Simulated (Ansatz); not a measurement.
The starting structures come from a database of crystals and need not be the phases stable at ambient conditions.

Tunnelling through a barrier is set by its complex band structure: the current falls as exp(−2κd) with the smallest κ.

Input:

```xyz
20
Lattice="5.3401 0.0000 0.0000 0.0000 8.7102 0.0000 1.7306 4.3551 4.5509" Properties=species:S:1:pos:R:3 pbc="T T T"
Li     3.0656    10.8138     4.5509
Li     5.7356     6.6065     4.5509
Ga     3.0656     5.2386     4.5509
Ga     5.7356    12.1817     4.5509
Si     2.2952     7.9209     2.6988
Si     4.7754     5.1443     1.8521
Si     2.1054     3.5658     1.8521
Si     4.9652     9.4994     2.6988
O      0.7752     4.3592     1.3166
O      6.2954     8.7061     3.2343
O      3.6254     8.7142     3.2343
O      3.4452     4.3510     1.3166
O      4.9653     9.4449     1.0371
O      2.1053     3.6203     3.5138
O      4.7754     5.0899     3.5138
O      2.2953     7.9754     1.0371
O      4.8828     6.6175     1.2059
O      2.1878     6.4477     3.3450
O      4.8578    10.9726     3.3450
O      2.2128     2.0926     1.2059
```

Space group of this cell: C2/c. The cell is taken as given; by r2SCAN its mean pressure is -6.8 GPa.

Transport runs along the normal of the first two printed cell vectors.

The gap is the functional's own. No spin-orbit coupling. Mid-gap values are interpolated on the energy grid.

Task: Compute, with r2SCAN in Ansatz (a first-principles code), the band gap and the smallest decay constant κ at mid-gap.

Result: Gap 4.99 eV on a 6×8×8 mesh; κ = 0.388 1/Å, at the zone centre.
